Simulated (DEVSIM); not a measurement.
Structure: CdS/CdTe n-p heterojunction, at 350 K.

Layer 1 from the left is CdS, thickness (μm) 0.480, Nd (cm⁻³) 3.2e16, τn (s) 7.7e-10, τp (s) 7.7e-10. Layer 2 from the left is CdTe, thickness (μm) 0.640, Na (cm⁻³) 2.7e17, τn (s) 7.7e-10, τp (s) 7.7e-10.

Left contact: ohmic. Right contact: ohmic. Voltage is applied to the left contact. Recombination: SRH at mid-gap, Auger. Mobility is constant in doping.

The device is made up for the run: typed textbook-type constants, with dimensions and the other settings drawn at random. Values at 300 K; Nc and Nv go as T^1.5, mobilities as T to minus their exponent, the gap by Varshni's rule with the affinity fixed.

CdS: gap (eV) 2.4, affinity (eV) 4.3, permittivity 9, Nc (cm⁻³) 2.2e18, Nv (cm⁻³) 1.8e19, μn (cm²/Vs) 300, μp (cm²/Vs) 25, T exponent of μn 1.5, T exponent of μp 1.5, Cn (cm⁶/s) 1e-30, Cp (cm⁶/s) 1e-30, Varshni α (eV/K) 0.00039, Varshni β (K) 103. CdTe: gap (eV) 1.5, affinity (eV) 4.28, permittivity 10.2, Nc (cm⁻³) 8e17, Nv (cm⁻³) 1.8e19, μn (cm²/Vs) 1000, μp (cm²/Vs) 80, T exponent of μn 1.7, T exponent of μp 1.5, Cn (cm⁶/s) 1e-30, Cp (cm⁶/s) 1e-30, Varshni α (eV/K) 0.00031, Varshni β (K) 108.

Simulated with DEVSIM: 1D drift-diffusion, Boltzmann statistics, complete ionisation; no tunnelling, impact ionisation, image-force lowering or self-heating. Band offsets follow the typed affinities; no thermionic-emission limit at abrupt steps, no polarisation charge.

Task: What does the simulation give for the potential step across the device at zero bias, the dark forward voltage at 100 A/cm², the dark forward voltage at 1 A/cm²?

Result: potential step across the device at zero bias 1.197 V; dark forward voltage at 100 A/cm² 1.163 V; dark forward voltage at 1 A/cm² 1.018 V.
